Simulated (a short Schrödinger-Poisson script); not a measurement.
# Symmetric double-gate stack, Si3N4 on p-type Si(100)

System: symmetric double-gate stack, Si3N4 on p-type Si(100), at 77 K.

```tsv
layer	material	thickness (nm)	Na (cm⁻³)
1	Si3N4	3.3	-
2	Si	2	4e16
3	Si3N4	3.3	-
```

Constants are typed, rounded textbook-type inputs, not results; the design itself was drawn at random and stands for no fabricated device. Si3N4: permittivity 7.5, conduction-band edge (eV) 1.95, gap (eV) 5.1, electron mass (mₑ) 0.5. Si: permittivity 11.7, conduction-band edge (eV) 0, gap (eV) 1.124, Nv at 300 K (cm⁻³) 3.1e19.

Channel valleys (confinement mass, in-plane density-of-states mass, number): Δ2 0.916, 0.19, 2; Δ4 0.19, 0.417, 4. At the gates, both at one voltage, the conduction-band edge of layer 1 lies 2.08 eV − eVg above the Fermi level of the channel. Gaps are held at their typed values at every temperature. Mesh 0.03 nm at interfaces.

Solved with a short Schrödinger-Poisson script written for these runs: 1D Poisson equation in equilibrium, electrons quantum, Hartree (BenDaniel-Duke, 12 states a valley, the channel's in-plane mass for all, wave functions free to enter the dielectric), parabolic valleys, classical holes, full ionisation, no traps, pinning or gate leakage.

```
Vg (V)  electrons (cm⁻²)  C (μF/cm²)  Δ2 E0 (meV)  Δ2 E1 (meV)  Δ4 E0 (meV)  Δ4 E1 (meV)
------  ----------------  ----------  -----------  -----------  -----------  -----------
0.15              7.06e7     < 0.003         63.8        311.0        200.4        904.8
0.25             8.04e11        2.88         -0.9        245.4        135.2        838.3
0.35             2.72e12        3.16        -16.6        227.5        118.4        818.3
0.45             4.70e12        3.19        -29.6        212.3        104.4        800.9
0.55             6.69e12        3.19        -42.2        197.5         90.7        783.9
0.65             8.69e12        3.19        -54.7        182.7         77.0        767.0
0.75             1.07e13        3.20        -67.3        167.9         63.4        750.0
0.85             1.27e13        3.20        -79.8        153.2         49.7        733.1
```

Gate voltages with under 1e6 electrons/cm² are left out.

Subbands count from the Fermi level. The capacitance is that of both gates.
